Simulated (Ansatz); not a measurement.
**GaN: response to strain**

Consider GaN in the zinc blende structure (space group F-43m, No. 216; a = 4.498 Å). Axes: x, y, z lie along the cube axes.

Strains are applied to the cell and any free atomic positions relax.

Computed with PBEsol (Ansatz, a program for electronic structure; PAW; 420 eV plane waves; without spin-orbit coupling).

Candidates:
(a) uniaxial strain ε_zz = +2.50 %
(b) uniaxial strain ε_zz = +3.00 %
(c) uniaxial strain ε_zz = −1.00 %
(d) uniaxial strain ε_zz = +1.00 %

Before the change:

Band gap: 1.70 eV

**Question.** Order them by band gap, highest first.

**Answer.** (c) uniaxial strain ε_zz = −1.00 % (1.73 eV), (d) uniaxial strain ε_zz = +1.00 % (1.62 eV), (a) uniaxial strain ε_zz = +2.50 % (1.50 eV), (b) uniaxial strain ε_zz = +3.00 % (1.46 eV)

Whether these cells are dynamically stable was not tested. This is not the structure that GaN has at room temperature and ambient pressure.
